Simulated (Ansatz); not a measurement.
**Y: pressure 75 GPa**

Take Y in the hcp (Mg type) structure (space group P6_3/mmc, No. 194; a = 3.656 Å, c = 5.678 Å) as the base.

Now apply this change: cell and atoms relaxed at a pressure of 75 GPa.

All numbers come from plane-wave PAW DFT at the PBE level (Ansatz, a program for electronic structure, 420 eV), scalar-relativistic without spin-orbit coupling. k-mesh 15×15×8 (Γ-centred); smearing 0.05 eV (Fermi–Dirac).

Volume per atom: 16.43 Å³ (base 32.87 Å³)
Density: 8.99 g/cm³ (base 4.49 g/cm³)
Lattice parameter a: 2.822 Å (base 3.656 Å)
c/a ratio: 1.688 (base 1.553)
Shortest interatomic distance: 2.822 Å (base 3.538 Å)
Enthalpy H = E + PV relative to the base's energy: +10.12 eV/atom
Band gap: zero (base zero)

Load acts through the strain it causes; cell and atoms are relaxed under it. Whether these cells are dynamically stable was not tested. Competing high-pressure phases were not computed. All final runs are without spin polarisation.
